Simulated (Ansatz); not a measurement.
BaHfO3: transverse stress against strain

BaHfO3 (cubic perovskite, Pm-3m, 14.373 Å³/atom at rest, cube axes along x, y and z) under a strain ε along a cube axis (axis z), the other axes held. PBEsol in Ansatz, a plane-wave DFT program (PAW, default set), 420 eV, 8×8×8 Γ-centred mesh, Fermi-Dirac smearing 0.05 eV; ions are relaxed within the symmetry of each cell. Stress is positive for a compressed cell.

Here s stands for strain and y for stress xx.

```
strain (%)  stress xx (GPa)
----------  ---------------
-3.00                     ?
-1.20                  1.02
-0.60                  0.50
0.00                   0.00
0.60                  -0.49
1.20                  -0.97
```

### Question
Fit y against s with a straight line, and predict the withheld value at s = -3.00.

### Answer
Means: s 0, y 0.012. About the means, the sum of products is -2.9820 and the sum of squares of s is 3.6000; the slope is their ratio. Least squares gives y = 0.012 - 0.8283·s. Residuals (row less fit): 0.014, -0.009, -0.012, -0.005, 0.012; standard error 0.014 (degrees of freedom: 3). The slope gives the elastic constant C12 = 83 ± 0.7 GPa. At the withheld row, y = 0.012 - 0.8283 × (-3.0) = 2.497 GPa. The calculation gives 2.66 GPa, 0.163 GPa above the prediction (4.5 % of the range of y in the table). The row lies outside the fitted rows, so this is an extrapolation. From the scatter of the fitted rows alone, a prediction at this place has a standard error of 0.027 GPa, so the miss is 6.0 times that.

One order more, fitted to all 11 runs of the series, follows each within 0.01, so the miss is the next term of a smooth law. The primitive cell can neither tilt nor turn polar against its symmetry, as such crystals can under strain. Rows are the converged runs of the series near zero and its far end; series whose fitted rows scatter by over a few per cent of the range, as at a crossing or softening among them, aren't shown in this form. Most that stay on the fit to the last digits aren't either.
